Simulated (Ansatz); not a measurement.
# TaN: response to strain

Consider TaN (space group P6/mmm, No. 191; a = 5.2017 Å, c = 2.9061 Å). Axes: x lies along a and z along c of the hexagonal cell.

Strains are applied to the cell and any free atomic positions relax; under biaxial strain the out-of-plane vector relaxes too.

Levels (all Ansatz, a first-principles code, PAW): PBEsol (420 eV, no spin-orbit coupling); r2SCAN (500 eV, scalar-relativistic without spin-orbit coupling).

Pressures by level, all at the geometries relaxed with PBEsol:

```json
[
 {"case": "base", "PBEsol": "0.0 GPa", "r2SCAN": "3.9 GPa"},
 {"case": "biaxial strain −0.46 %, plane normal [001], relaxed out of plane", "PBEsol": "1.5 GPa", "r2SCAN": "(withheld)"},
 {"case": "biaxial strain +2.33 %, plane normal [001], relaxed out of plane", "PBEsol": "-7.3 GPa", "r2SCAN": "(withheld)"},
 {"case": "biaxial strain +4.55 %, plane normal [001], relaxed out of plane", "PBEsol": "-13.5 GPa", "r2SCAN": "(withheld)"},
 {"case": "uniaxial strain ε_xx = −4.43 %", "PBEsol": "14.2 GPa", "r2SCAN": "(withheld)"}
]
```

Q: What belongs in the blanks?

A: 
- biaxial strain −0.46 %, plane normal [001], relaxed out of plane, r2SCAN: 5.5 GPa
- biaxial strain +2.33 %, plane normal [001], relaxed out of plane, r2SCAN: -3.8 GPa
- biaxial strain +4.55 %, plane normal [001], relaxed out of plane, r2SCAN: -10.4 GPa
- uniaxial strain ε_xx = −4.43 %, r2SCAN: 18.8 GPa

Single points use the geometry relaxed with PBEsol. Their cutoffs differ, which shifts pressures a little. Without a gap, meshes like the base's 10×10×16 leave anisotropic stresses uncertain by several tenths of a GPa, and small strain energies with them. No phonon test of stability was made. The final runs are not spin-polarised. This is not the structure that TaN has at room temperature and ambient pressure.
